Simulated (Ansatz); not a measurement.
The reference is B₁₃C₂ (space group R-3m, No. 166; a cell from a computed database, its experimental status unchecked).

```
CELL_PARAMETERS angstrom
      2.81730     1.62657     4.01892
     -2.81730     1.62657     4.01892
      0.00000    -3.25314     4.01892
ATOMIC_POSITIONS crystal
  B  0.50000 0.50000 0.50000
  B  0.80343 0.31843 0.80343
  B  0.19657 0.68157 0.19657
  B  0.80343 0.80343 0.31843
  B  0.19657 0.19657 0.68157
  B  0.31843 0.80343 0.80343
  B  0.68157 0.19657 0.19657
  B  0.00797 0.32395 0.00797
  B  0.99203 0.67605 0.99203
  B  0.00797 0.00797 0.32395
  B  0.99203 0.99203 0.67605
  B  0.32395 0.00797 0.00797
  B  0.67605 0.99203 0.99203
  C  0.61969 0.61969 0.61969
  C  0.38031 0.38031 0.38031
```

Cartesian axes are those of the cell as printed.

All numbers come from Ansatz (a quantum-chemistry and plane-wave program) PBEsol, no SOC.

Strains are applied to the cell and any free atomic positions relax; under biaxial strain the out-of-plane vector relaxes too.

One change was made to it. Results:

| quantity | base | after |
|---|---|---|
| pressure (mean of the normal stresses, compression positive) | 0.0 GPa | -7.1 GPa |
| shortest interatomic distance | 1.443 Å | 1.446 Å |
| energy relative to the base (free energy F) | 0 meV/atom | +11 meV/atom |

Task: Which change produced these results?
A. biaxial strain +1.04 %, plane normal [001], relaxed out of plane
B. isotropic strain +0.54 %
C. uniaxial strain ε_xx = +0.93 %
D. uniaxial strain ε_yy = +3.13 %

Result: D, uniaxial strain ε_yy = +3.13 %. For comparison, the energy relative to the base in the other runs: uniaxial strain ε_xx = +0.93 % gives +1.0 meV/atom; isotropic strain +0.54 % gives +1.4 meV/atom; biaxial strain +1.04 %, plane normal [001], relaxed out of plane gives +3.0 meV/atom.

Without a gap, meshes like the base's 8×8×8 leave anisotropic stresses uncertain by several tenths of a GPa, and small strain energies with them. No phonon test of stability was made. The final runs are not spin-polarised. An odd electron count without spin: B13C2.
